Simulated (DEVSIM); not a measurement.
System: Schottky contact on n-type GaP, at 300 K.

Layer 1 from the left is GaP, thickness (μm) 2.10, Nd (cm⁻³) 5.4e15, τn (s) 1.5e-6, τp (s) 1.5e-6.

Left contact: Schottky, work function 4.66 eV, emission velocity 5.4e6 cm/s. Right contact: ohmic. Voltage is applied to the left contact. Recombination: SRH at mid-gap. Mobility is constant in doping.

The device is made up for the run: typed textbook-type constants, with dimensions and the other settings drawn at random. Values at 300 K.

GaP: gap (eV) 2.26, affinity (eV) 3.8, permittivity 11.1, Nc (cm⁻³) 1.8e19, Nv (cm⁻³) 1.9e19, μn (cm²/Vs) 250, μp (cm²/Vs) 150.

DEVSIM, 1D drift-diffusion, Boltzmann statistics, complete ionisation; no tunnelling, impact ionisation, image-force lowering or self-heating. Metal contacts follow the ideal Schottky-Mott rule: no Fermi-level pinning, no interface dipoles.

Dark forward current:

| |V| (V) | |J| (A/cm²) |
|---|---|
| 0.05 | 1.940e-7 |
| 0.10 | 1.506e-6 |
| 0.15 | 1.037e-5 |
| 0.20 | 7.004e-5 |
| 0.25 | 0.0004699 |
| 0.30 | 0.003132 |
| 0.35 | 0.02067 |
| 0.40 | 0.1340 |
| 0.45 | 0.8323 |
| 0.50 | 4.492 |
| 0.55 | 17.09 |
| 0.60 | 41.90 |
| 0.65 | 75.70 |
| 0.70 | 114.8 |
| 0.75 | 157.1 |
| 0.80 | 201.5 |
| 0.85 | 247.3 |
| 0.90 | 294.1 |
| 0.95 | 341.7 |
| 1.00 | 389.9 |
| 1.05 | 438.5 |
| 1.10 | 487.5 |
| 1.15 | 536.8 |
| 1.20 | 586.4 |
| 1.25 | 636.2 |
| 1.30 | 686.2 |

Q: Work out the local ideality factor n = ΔV / (kT/q · ln(J2/J1)) between the rows 0.15 and 0.20 V, 1.25 and 1.30 V.

A: kT/q = 25.85 mV. From 0.15 to 0.20 V: ln(7.004e-5/1.037e-5) = 1.910, n = 1.01, near the 1 of diffusion or emission over a barrier. From 1.25 to 1.30 V: ln(686.2/636.2) = 0.076, n = 25.57; the layers' resistance at their doping, Σ W/(qμN) = 0.00097 Ω cm², would take 49 mV of this step of 50 mV.

Q: Estimate the current at 0.30 V for emission alone, J0 = q v N_band exp(−φB/kT), and read the barrier back from the simulated current.

A: φB = 0.860 eV, N_band = 1.80e19 cm⁻³, J0 = 5.54e-8 A/cm²; J = J0 (exp(qV/kT) − 1) = 0.00608 A/cm². The simulation gives 0.00313 A/cm²; the estimate lies 94 % above. Read backwards, the simulated current gives an apparent barrier of 0.877 eV. The estimate leaves out transport through the depletion region and minority injection.
